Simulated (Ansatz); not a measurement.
**Re: pressure series**

The parent structure is Re in the hcp (Mg type) structure (space group P6_3/mmc, No. 194; a = 2.758 Å, c = 4.463 Å).

Cell and atoms are relaxed at each pressure.

The values are results of r2SCAN (Ansatz, a first-principles code), no spin-orbit coupling, earlier PAW set, not measurements.

Notes on the quantities. enthalpy: H = E + PV relative to the base's energy.

| case | enthalpy | shortest interatomic distance | density |
|---|---|---|---|
| base | – | 2.741 Å | 21.04 g/cm³ |
| pressure −2 GPa | -0.18 eV/atom | 2.746 Å | 20.93 g/cm³ |
| pressure −1 GPa | -0.09 eV/atom | 2.743 Å | 20.99 g/cm³ |
| pressure 3 GPa | +0.27 eV/atom | 2.734 Å | 21.20 g/cm³ |
| pressure 7 GPa | +0.64 eV/atom | 2.725 Å | 21.41 g/cm³ |
| pressure 15 GPa | +1.35 eV/atom | 2.708 Å | 21.81 g/cm³ |
| pressure 30 GPa | +2.66 eV/atom | [?] | [?] |
| pressure 50 GPa | +4.34 eV/atom | 2.648 Å | 23.33 g/cm³ |
| pressure 75 GPa | +6.37 eV/atom | 2.613 Å | 24.26 g/cm³ |
| pressure 100 GPa | +8.32 eV/atom | 2.584 Å | 25.10 g/cm³ |

**Question.** What belongs in the blanks?

**Answer.** 
- pressure 30 GPa, shortest interatomic distance: 2.680 Å
- pressure 30 GPa, density: 22.50 g/cm³

Load acts through the strain it causes; cell and atoms are relaxed under it. Stability against distortions was not tested. No other phases were tried under pressure. The final runs are not spin-polarised.
